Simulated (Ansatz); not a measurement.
Consider ZnSiP$_{2}$ in the chalcopyrite structure (space group I-42d, No. 122; a = 5.353 Å, c = 10.445 Å). Axes: x, y, z lie along a, b, c of the conventional cell.

Computed with Ansatz (a first-principles code) PBEsol, without spin-orbit coupling.

For the base:

| Quantity | Result |
|---|---|
| Band gap | 1.16 eV |
| Gap character | direct at Γ |
| Smallest direct gap | 1.16 eV |

The change: the cell is stretched by 3.00 % along z with no lateral relaxation; the atoms relax in the strained cell.

**Question.** What does the calculation give for the band gap, gap character, stress, smallest direct gap and energy relative to the base after the change?

**Answer.** The band gap rises by 0.14 eV to 1.30 eV; the gap character changes from direct at Γ to indirect, Γ → M–S (33 % along); the stress (xx, yy, zz, yz, xz, xy; compression positive) comes out as (-1.83, -1.83, -4.13, 0.00, 0.00, 0.00) GPa; the smallest direct gap rises by 0.26 eV (1.16 eV → 1.42 eV); the energy goes up by 7.3 meV/atom.

No phonon test of stability was made.
